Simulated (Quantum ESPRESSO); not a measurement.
Input and output of a self-consistent single point for AlRh (P4mm, 2 atoms in the cell) (Quantum ESPRESSO).

Level of theory: LDA (PZ), PSlibrary ultrasoft (LDA, semicore) pseudopotentials (plane waves; Quantum ESPRESSO 7.5).

```yaml
crystal:
  lattice:
    - [2.99221, 0.00000, 0.00000]
    - [0.00000, 2.99221, 0.00000]
    - [0.00000, 0.00000, 2.99221]
  atoms:
    - { symbol: Al, position: [0.00000, 0.00000, 0.01671] }
    - { symbol: Rh, position: [0.50000, 0.50000, 0.50000] }
```

Reference input (self-consistent single point, DFT, LDA (PZ), plane waves, PSlibrary ultrasoft (LDA, semicore) pseudopotentials): ecutwfc = 60 Ry; ecutrho = 420 Ry; occupations = smearing; smearing = gaussian; degauss = 0.0073499 Ry; potentials = {Al: Al.pz-n-rrkjus_psl.1.0.0.UPF, Rh: Rh.pz-spn-rrkjus_psl.1.0.0.UPF}; K_POINTS = automatic 7 7 7 0 0 0; conv_thr = 1e-09 Ry. This run's input differs from it in these lines:

```diff
@@ -32,3 +32,3 @@
 K_POINTS automatic
-7 7 7  0 0 0
+21 21 21  1 1 1
```

Output, abridged:

```
     Self-consistent Calculation

     iteration #  1     ecut=    60.00 Ry     beta= 0.70

     Threshold (ethr) on eigenvalues was too large:
     Diagonalizing with lowered threshold

     total energy              =    -231.80214127 Ry
     estimated scf accuracy    <       0.10403264 Ry

     iteration #  2     ecut=    60.00 Ry     beta= 0.70

     total energy              =    -231.79685775 Ry
     estimated scf accuracy    <       0.29829689 Ry

     iteration #  3     ecut=    60.00 Ry     beta= 0.70

     total energy              =    -231.85104595 Ry
     estimated scf accuracy    <       0.00144077 Ry

   [... 3 blocks of this kind left out ...]

     iteration #  7     ecut=    60.00 Ry     beta= 0.70

     total energy              =    -231.85133192 Ry
     estimated scf accuracy    <       0.00000002 Ry

     iteration #  8     ecut=    60.00 Ry     beta= 0.70
     End of self-consistent calculation

     Number of k-points >= 100: set verbosity='high' to print the bands.

     the Fermi energy is    16.6776 ev

!    total energy              =    -231.85133192 Ry
     estimated scf accuracy    <          5.4E-10 Ry
     smearing contrib. (-TS)   =      -0.00019197 Ry
     internal energy E=F+TS    =    -231.85113995 Ry

     convergence has been achieved in   8 iterations

     Forces acting on atoms (cartesian axes, Ry/au):

     atom    1 type  1   force =     0.00000000    0.00000000   -0.01070550
     atom    2 type  2   force =     0.00000000    0.00000000    0.01070550

     Total force =     0.015140     Total SCF correction =     0.000070

          total   stress  (Ry/bohr**3)                   (kbar)     P=      -91.99
  -0.00062321   0.00000000   0.00000000          -91.68        0.00        0.00
   0.00000000  -0.00062321   0.00000000            0.00      -91.68        0.00
   0.00000000   0.00000000  -0.00062952            0.00        0.00      -92.61

   JOB DONE.
```

The run converged in 8 iterations. Against the reference run the free energy stays essentially unchanged (within 1 meV/atom), the pressure goes from -9.36 to -9.20 GPa and the largest force hardly changes (0.273 to 0.275 eV/Å).

The starting cell comes from a database of computed structures (which also holds hypothetical and non-ambient phases and stackings), without a prior relaxation at this level. Its lattice was rescaled by up to half a per cent. One atom was moved a little off its site on purpose. Spin polarisation is off.

Cost on one core of a shared machine: roughly 4 min.
